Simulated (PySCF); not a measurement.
PySCF 2.14.0, B3LYP/def2-svp: Cl[C@H]1C[Si@@H](Cl)C1, 12 atoms. The geometry is a generated start, not checked to be a minimum at this level.

```json
{
  "task": "energy and gradient",
  "method": "b3lyp",
  "basis": "def2-svp",
  "mol.max_memory": "7000 MB",
  "mf.init_guess": "minao (default)",
  "mf.DIIS": "CDIIS (default)",
  "mf.diis_space": "8 (default)",
  "mf.conv_tol": "1e-09 (default)",
  "mf.grids.level": "3 (default)",
  "basis functions (reference run)": "126",
  "grid points (reference run)": "158144"
}
```

```xyz
12

Cl    -2.6670     0.3602     0.6169
C     -1.0805     0.0213    -0.1864
C     -0.0098     1.1628    -0.1549
Si     1.2972    -0.1799    -0.3166
Cl     2.8796     0.0664     0.9284
C     -0.1630    -1.0583     0.4793
H     -1.3820    -0.2502    -1.2100
H     -0.0732     1.8784    -0.9780
H      0.0484     1.7058     0.7937
H      1.6371    -0.5982    -1.6992
H     -0.1400    -1.0237     1.5731
H     -0.3467    -2.0848     0.1537
```

The reference run uses exact four-centre integrals. Single runs; times are not shown.

Settings tried, all else as in the reference:
- density fitting of J alone, exact K
- density fitting
- density fitting, auxbasis = def2-universal-jfit
- density fitting, auxbasis = autoaux

Q: Which of these stay within 1.0 meV/atom in energy, 10 meV/Å in forces (largest component) of the reference run?

A: Within it: density fitting; density fitting, auxbasis = autoaux; density fitting of J alone, exact K. Outside: density fitting, auxbasis = def2-universal-jfit.

```
setting                                          energy against the reference  difference in forces (largest component)
-----------------------------------------------  ----------------------------  ----------------------------------------
density fitting                                                −0.22 meV/atom                                 1.4 meV/Å
density fitting, auxbasis = autoaux                            −0.20 meV/atom                                 3.0 meV/Å
density fitting of J alone, exact K                            −0.34 meV/atom                                 1.5 meV/Å
density fitting, auxbasis = def2-universal-jfit                +2600 meV/atom                                 720 meV/Å
```

Total energies are compared; such shifts often cancel in part in energy differences. def2-universal-jfit is made for Coulomb alone and misses functions that exchange needs. Also tried and not ranked: density fitting, auxbasis = def2-universal-jkfit (same energy as a listed run); COSX exchange (sgx_fit, pjs) with fitted J, mf.with_df.grids_level_i = 1, mf.with_df.grids_level_f = 1 (gradient came out as NaN); COSX exchange (sgx_fit, pjs) with fitted J, mf.with_df.grids_level_i = 1, mf.with_df.grids_level_f = 2 (default) (gradient came out as NaN); COSX exchange (sgx_fit, pjs) with fitted J, mf.with_df.grids_level_i = 1, mf.with_df.grids_level_f = 3 (gradient came out as NaN); COSX exchange (sgx_fit, pjs) with fitted J, mf.with_df.grids_level_i = 1, mf.with_df.grids_level_f = 4 (gradient came out as NaN). The tolerance is a choice made for this comparison.
